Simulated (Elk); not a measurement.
Elk run on YbH2 (Fm-3m, 3 atoms in the cell): self-consistent single point.

Level of theory: LDA (PW92), spin-orbit coupling in second variation, all-electron FP-LAPW, Elk's shipped species files, default APW+lo basis (Elk 10.2.4).

```
CELL_PARAMETERS angstrom
      0.00000     2.70043     2.70043
      2.70043     0.00000     2.70043
      2.70043     2.70043     0.00000
ATOMIC_POSITIONS crystal
  Yb 0.00000 0.00000 0.00000
  H  0.75000 0.75000 0.75000
  H  0.25000 0.25000 0.25000
```

Reference input (self-consistent single point, DFT, LDA (PW92), all-electron FP-LAPW, Elk's shipped species files, default APW+lo basis): swidth = 0.00183747 Ha; ngridk = 9 9 9; rmtscf = 0.99; maxscl = 100. This run's input differs from it in these lines:

```diff
@@ -3,4 +3,13 @@
 
+spinorb
+  .true.
+
 rmtscf
   0.99
+
+lmaxi
+  3
+
+nempty
+  10
```

The program printed (abridged):

```
│ Self-consistent loop started │
│ Loop number : 1 │
 total energy                :     -13865.2485242
 total moment                :  -0.9397847866E-20 -0.3133251803E-19  0.2598779593E-20
│ Loop number : 2 │
 total energy                :     -13924.5363638
 total moment                :  -0.5132877254E-20 -0.1739914279E-19 -0.1548623708E-19
RMS change in Kohn-Sham potential (target) :   0.7606984087     (  0.1000000000E-05)
Absolute change in total energy (target)   :    59.28783966     (  0.1000000000E-03)
│ Loop number : 3 │
 total energy                :     -14000.4246861
   [... lines left out ...]
 total energy                :     -14068.5329281
 total moment                :   0.2354799924E-20  0.2173203504E-19  0.4779713597E-20
RMS change in Kohn-Sham potential (target) :   0.8958893741E-07 (  0.1000000000E-05)
Absolute change in total energy (target)   :   0.1471490596E-03 (  0.1000000000E-03)
│ Loop number : 19 │
 total energy                :     -14068.5329128
 total moment                :  -0.8762752734E-20 -0.1016627608E-18  0.6904012231E-20
RMS change in Kohn-Sham potential (target) :   0.2758611430E-07 (  0.1000000000E-05)
Absolute change in total energy (target)   :   0.2148053863E-04 (  0.1000000000E-03)
Convergence targets achieved

│ Loop number : 20 │

Energies :
 Fermi                       :     0.171414656851
 xc effective B-field        :    -0.350875066207E-07
 external B-field            :     -0.00000000000
 total energy                :     -14068.5329229
 (external B-field energy excluded from total)

Density of states at Fermi energy :    95.69724286
 (states/Hartree/unit cell)

Estimated indirect band gap :   0.1821699797E-02
 from k-point     22 to k-point     13
Estimated direct band gap   :   0.8533526962E-02
 at k-point     13

Charges :
 core                        :    46.00000000
 valence                     :    26.00000000
 interstitial                :    2.232509399
 muffin-tins (core leakage)
  species :    1 (Yb)
   atom    1                 :    68.25832369     (  0.1347283110E-05)
  species :    2 (H)
   [... lines left out ...]
  species :    2 (H)
   atom    1                 :  -0.3956801229E-20 -0.2142939503E-19 -0.3924904343E-22
   atom    2                 :  -0.3956801229E-20 -0.2142939503E-19 -0.3924904343E-22
 total in muffin-tins        :  -0.7923070048E-20 -0.4288260715E-19 -0.9543600734E-22
 total moment                :  -0.7969223867E-20 -0.4284991832E-19 -0.2412538218E-21

│ Self-consistent loop stopped │
```

The run converged in 20 iterations. The count includes the last loop, which Elk runs after its targets are met. 

The starting cell comes from a database of computed structures (which also holds hypothetical and non-ambient phases and stackings), without a prior relaxation at this level. Values depend on the basis (sphere radii, cutoffs, local orbitals), which need not be converged. The log's line on a gap gives a spacing of levels on this mesh, which the program prints for metals too.
